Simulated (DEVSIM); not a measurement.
Device: Cr/La2O3/p-Ge capacitor, at 300 K.

Layer 1 from the left is La2O3, thickness (nm) 4.30. Layer 2 from the left is Ge, thickness (nm) 8000, Na (cm⁻³) 5.5e15.

Metal gate on the left, work function 4.5 eV. Fixed charge at the semiconductor interface 0 cm⁻² (in units of +e); no interface traps.

Constants are typed, rounded textbook-type inputs, not results; the design itself was drawn at random and stands for no fabricated device. Values at 300 K.

La2O3: gap (eV) 5.8, affinity (eV) 1.8, permittivity 27. Ge: gap (eV) 0.664, affinity (eV) 4, permittivity 16, Nc (cm⁻³) 1.04e19, Nv (cm⁻³) 6e18.

**Question.** Estimate by hand the flat-band voltage, the threshold voltage, and compare with a numerical solution.

**Answer.** 
- Flat-band voltage: C = 5.56 μF/cm², work-function difference 0.017 V; VFB = φms − qNf/C = 0.02 V; numerical 0.02 V.
- Threshold voltage: φF = 0.144 V, depletion charge √(4εqNφF) = 2.68e-8 C/cm²; VT = VFB + 2φF + Qd/C = 0.31 V; numerical 0.31 V.

Model (solved in DEVSIM): 1D Poisson equation in equilibrium, Boltzmann statistics, complete ionisation; no quantum confinement or tunnelling. Metal contacts follow the ideal Schottky-Mott rule: no Fermi-level pinning, no interface dipoles.
